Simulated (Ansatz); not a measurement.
# InAs: response to strain

Consider InAs in the zinc blende structure (space group F-43m, No. 216).

```
CELL_PARAMETERS angstrom
      0.00000     3.04364     3.04364
      3.04364     0.00000     3.04364
      3.04364     3.04364     0.00000
ATOMIC_POSITIONS crystal
  In 0.00000 0.00000 0.00000
  As 0.25000 0.25000 0.25000
```

Strains are applied to the cell and any free atomic positions relax.

Method: Ansatz (a program for electronic structure) PBEsol, without spin-orbit coupling.

Notes on the quantities. energy relative to the base: free energy F.

```csv
case,energy relative to the base,volume per atom,pressure
base,0 meV/atom,28.20 Å³,0.0 GPa
isotropic strain −2.50 %,+30 meV/atom,26.13 Å³,5.1 GPa
isotropic strain −2.00 %,+19 meV/atom,26.54 Å³,3.9 GPa
isotropic strain −1.50 %,+11 meV/atom,26.95 Å³,2.8 GPa
isotropic strain −1.00 %,+4.6 meV/atom,27.36 Å³,1.8 GPa
isotropic strain −0.50 %,+1.1 meV/atom,27.77 Å³,0.9 GPa
isotropic strain +0.50 %,+1.1 meV/atom,28.62 Å³,-0.8 GPa
isotropic strain +1.00 %,+4.3 meV/atom,29.05 Å³,-1.5 GPa
isotropic strain +1.50 %,+9.4 meV/atom,29.48 Å³,-2.2 GPa
isotropic strain +3.00 %,___,30.81 Å³,___
```

### Question
Complete the table.

### Answer

- isotropic strain +3.00 %, energy relative to the base: +36 meV/atom
- isotropic strain +3.00 %, pressure: -4.0 GPa

The mesh was chosen for an insulator and is coarse for the gapless case. Stability against distortions was not tested. All final runs are without spin polarisation.
